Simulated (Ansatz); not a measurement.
Base system: ZnS in the wurtzite structure (space group P6_3mc, No. 186; a = 3.738 Å, c = 6.143 Å).

Level of theory: Kohn–Sham DFT with the LDA functional, run in Ansatz (a first-principles code) with PAW and 420 eV plane waves, no spin-orbit coupling.

Base values:

| Quantity | Value |
|---|---|
| Gap character | direct at Γ |
| Lattice parameter a | 3.738 Å |
| Width of the top valence band | 2.37 eV |
| Band gap | 2.19 eV |
| Electron mass | 0.15 mₑ along c, 0.18 mₑ across (at Γ) |

Modification: hydrostatic tension (pressure −1 GPa).

**Question.** What does the calculation give for the gap character, lattice parameter a, width of the top valence band, band gap and electron mass after the change?

**Answer.** The gap character remains direct at Γ; the lattice parameter a goes up by 0.015 Å (3.738 Å → 3.753 Å); the width of the top valence band decreases by 0.043 eV, from 2.37 eV to 2.32 eV; the band gap shrinks by 0.05 eV (2.19 eV → 2.14 eV); the electron mass remains 0.15 mₑ along c, 0.18 mₑ across (at Γ).

Load acts through the strain it causes; cell and atoms are relaxed under it. Effective masses come from finite differences of ±0.01 Å⁻¹. No phonon test of stability was made.
